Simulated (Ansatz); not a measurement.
AlRu, response to strain

Base system: AlRu in the CsCl type structure (space group Pm-3m, No. 221; a = 2.977 Å; relaxed with 0.1 eV smearing). Axes: x, y, z lie along the cube axes.

Strains are applied to the cell and any free atomic positions relax.

All numbers come from Ansatz (a quantum-chemistry and plane-wave program), PBEsol, PAW, cutoff 420 eV, no SOC.

Notes on the quantities. energy relative to the base: free energy F.

```tsv
uniaxial strain ε_zz (%)	energy relative to the base (meV/atom)
-3	13.5
-2.5	9.2
-2	5.8
-1.5	?
-1	1.4
-0.5	0.4
0	0.0
```

Problem. Fit ΔE = Aε² + Bε³ (ε in %) to the rows shown and predict the withheld row.

Solution. Least squares on the printed values gives A = 1.35 and B = -0.050 meV/atom (largest residual 0.1 meV/atom); this predicts 3.2 meV/atom, and the run gives 3.2 meV/atom, in agreement.

Whether these cells are dynamically stable was not tested. The final runs are not spin-polarised.
